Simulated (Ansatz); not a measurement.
## PbS: isotropic strain −3.44 %

Consider PbS in the rock salt structure (space group Fm-3m, No. 225; a = 6.0090 Å).

One thing is altered: an isotropic linear strain of −3.44 %, atoms relaxed at fixed cell.

Level of theory: plane-wave PAW DFT at the PBE level (Ansatz, a first-principles code, 420 eV), scalar-relativistic without spin-orbit coupling, earlier PAW set. Γ-centred 10×10×10 mesh, Fermi–Dirac width 0.05 eV.

```csv
quantity,base,changed,shift
volume per atom,27.12 Å³,24.42 Å³,-2.70 Å³
space group,Fm-3m (No. 225),Fm-3m (No. 225),–
shortest interatomic distance,300.5 pm,290.1 pm,-10.34 pm
energy relative to the base (free energy F),0 meV/atom,+53 meV/atom,+53 meV/atom
pressure,0.00 GPa,6.93 GPa,+6.93 GPa
band gap,0.50 eV,0.10 eV,-0.40 eV
gap character,direct at L,direct at L,–
width of the top valence band,3.15 eV,3.98 eV,+0.83 eV
"valley order (the lowest conduction-band minima on the path, energy above the VBM, named in the base's zone)","L along ⟨111⟩ 0.50 eV; a point along ⟨110⟩, about 0.6 Å⁻¹ from Γ 1.37 eV","L along ⟨111⟩ 0.10 eV; a point along ⟨110⟩, about 0.7 Å⁻¹ from Γ 1.08 eV",–
```

Final structure:

```yaml
crystal:
  lattice:
    - [0.00000, 2.90117, 2.90117]
    - [2.90117, 0.00000, 2.90117]
    - [2.90117, 2.90117, 0.00000]
  atoms:
    - { symbol: S, position: [0.00000, 0.00000, 0.00000] }
    - { symbol: Pb, position: [0.50000, 0.50000, 0.50000] }
```

Spin-orbit coupling, missing from the scalar runs, can matter with Pb. No phonon test of stability was made. The zero or small gap of PbS under isotropic strain −3.44 % can change with the level of theory.
